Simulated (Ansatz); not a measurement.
Consider SiC in the zinc blende structure (space group F-43m, No. 216; a = 4.380 Å). Axes: x, y, z lie along the cube axes.

All numbers come from PBE (Ansatz, a first-principles code, PAW, no spin-orbit coupling), earlier PAW set.

Perturbation: every lattice vector is stretched by 1.46 %, atoms relaxed at fixed cell.

Question: Predict the stress tensor and what it implies for the stiffness.

Answer: Stress of the strained cell less that of the base (GPa, compression positive):
```
  -8.50    0.00    0.00
   0.00   -8.50    0.00
   0.00    0.00   -8.50
```

Then B = −ΔP/(ΔV/V₀) with ΔV/V₀ = 0.0444 gives secant stiffness values (nonlinear terms included at this strain): B ≈ 191 GPa.

As a check, the harmonic strain energy −½ V₀ Δσ:ε is 12 meV/atom; the computed energy rise is 13 meV/atom.

Whether these cells are dynamically stable was not tested.
